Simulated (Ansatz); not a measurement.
Take PbS in the rock salt structure (space group Fm-3m, No. 225; a = 6.009 Å) as the base.

Structures relaxed with PBE, PAW, 420 eV (Ansatz, an electronic-structure program; without spin-orbit coupling).

Base:

Simulated powder pattern, Cu Kα, λ = 1.54184 Å (kinematic, ideal powder, no thermal factors, no anomalous dispersion; the 8 strongest lines at most, above 2 %, up to 2θ = 90°):

| 2θ (°) | I/Imax (%) | hkl |
|---|---|---|
| 25.68 | 96 | (111) |
| 29.74 | 100 | (200) |
| 42.55 | 76 | (220) |
| 50.37 | 51 | (311) |
| 52.77 | 27 | (222) |
| 68.01 | 22 | (331) |
| 70.03 | 35 | (420) |
| 77.88 | 27 | (422) |

After one change:

Simulated powder pattern, Cu Kα, λ = 1.54184 Å (kinematic, ideal powder, no thermal factors, no anomalous dispersion; the 8 strongest lines at most, above 2 %, up to 2θ = 90°):

| 2θ (°) | I/Imax (%) |
|---|---|
| 24.92 | 96 |
| 28.85 | 100 |
| 41.26 | 77 |
| 48.80 | 52 |
| 51.12 | 28 |
| 65.77 | 22 |
| 67.70 | 36 |
| 75.21 | 27 |

**Question.** Name the change that was made.
A. isotropic strain +1.00 %
B. isotropic strain +3.00 %
C. isotropic strain +1.50 %
D. isotropic strain −1.50 %

**Answer.** B, isotropic strain +3.00 %. Its volume per atom is 29.64 Å³ against 27.12 Å³, and its space group is Fm-3m (No. 225).

Whether these cells are dynamically stable was not tested.
